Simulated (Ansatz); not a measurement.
The parent structure is B in the diamond structure (space group Fd-3m, No. 227; a = 4.033 Å; a hypothetical phase, not in the database extracts checked; relaxed with 0.1 eV smearing). Axes: x, y, z lie along the cube axes.

The values are results of PBEsol (Ansatz, a quantum-chemistry and plane-wave program), no spin-orbit coupling, not measurements.

Modification: uniaxial strain ε_yy = +2.59 %, all other strain components held at zero; the atoms relax in the strained cell.

Predict the stress tensor and what it implies for the stiffness.

Stress of the strained cell less that of the base (GPa, compression positive):
```
   -5.4     0.0     0.0
    0.0    -2.8     0.0
    0.0     0.0    -5.4
```

Then −Δσ_ii/ε with ε = 0.0259 gives secant stiffness values (nonlinear terms included at this strain): C22 ≈ 108 GPa, C12 ≈ 209 GPa and C23 ≈ 209 GPa.

An off-diagonal value above the diagonal one breaks a Born criterion: the base is elastically unstable at this level, or the strain is beyond its stable range.

Whether these cells are dynamically stable was not tested.
